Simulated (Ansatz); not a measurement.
System: Cu3Ge (Pmmn, No. 59; cell taken from a computed entry). Method: LDA in Ansatz (PAW).

Run with plane-wave cutoff 500 eV, 10×8×10 k mesh (along the axes of the cell as run), Fermi–Dirac smearing 0.05 eV, no spin polarisation, scalar-relativistic PAW data made under PBE.

Computed at the level's own relaxed cell.

**Question.** Estimate the equilibrium volume per atom that the calculation returns.

**Answer.** 
- equilibrium volume per atom: 11.80 Å³/atom

The run finds no gap.

Note: the relaxation could not lower the start's symmetry, so the cell can be a saddle point above a distorted one.

The computed numbers hold no vibrational or temperature effects.

Computing time: around 12 core-minutes (rough).

Ansatz is a quantum-chemistry and plane-wave program.
